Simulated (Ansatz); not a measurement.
# Ir, response to strain

Consider Ir in the fcc (Cu type) structure (space group Fm-3m, No. 225; a = 3.8716 Å; relaxed with 0.1 eV smearing).

Strains are applied to the cell and any free atomic positions relax.

The values are results of Kohn–Sham DFT with the PBE functional, run in Ansatz (a quantum-chemistry and plane-wave program) with PAW and 420 eV plane waves, no spin-orbit coupling, not measurements.

Notes on the quantities. energy relative to the base: free energy F.

| change | energy relative to the base | pressure | shortest interatomic distance |
|---|---|---|---|
| base | 0 meV/atom | 0.0 GPa | 2.738 Å |
| isotropic strain −3.00 % | +144 meV/atom | 39.9 GPa | 2.655 Å |
| isotropic strain −2.50 % | +98 meV/atom | 31.9 GPa | 2.669 Å |
| isotropic strain −2.00 % | +61 meV/atom | 24.5 GPa | 2.683 Å |
| isotropic strain −1.50 % | +34 meV/atom | 17.6 GPa | 2.697 Å |
| isotropic strain −0.50 % | +3.6 meV/atom | 5.4 GPa | 2.724 Å |
| isotropic strain +0.50 % | +3.5 meV/atom | -5.0 GPa | 2.751 Å |
| isotropic strain +1.00 % | +14 meV/atom | -9.6 GPa | 2.765 Å |
| isotropic strain +1.50 % | +30 meV/atom | -13.8 GPa | 2.779 Å |
| isotropic strain +2.00 % | +52 meV/atom | -17.7 GPa | 2.792 Å |

Whether these cells are dynamically stable was not tested. The final runs are not spin-polarised.
